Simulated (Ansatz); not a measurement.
# The (32-50) surface of hcp Zr in its 1x1 cell, outermost plane spacing 0.21 Å in the ideal cut

Calculation: PBE (plane waves to 420 eV, PAW; Ansatz, an electronic-structure program).

Set-up: 34 atoms, 10.5 Å thick at the start (thin: gaps and levels are the slab's own); mesh 7x3x1; 0.1 eV smearing; dipole correction on; all atoms relaxed; symmetry of the start imposed; no spin, no spin-orbit, no U.

```yaml
work_function_of_the_top_face: 3.28 eV
energy_released_by_relaxation: 0.84 eV
cost: roughly 14 core-minutes
```
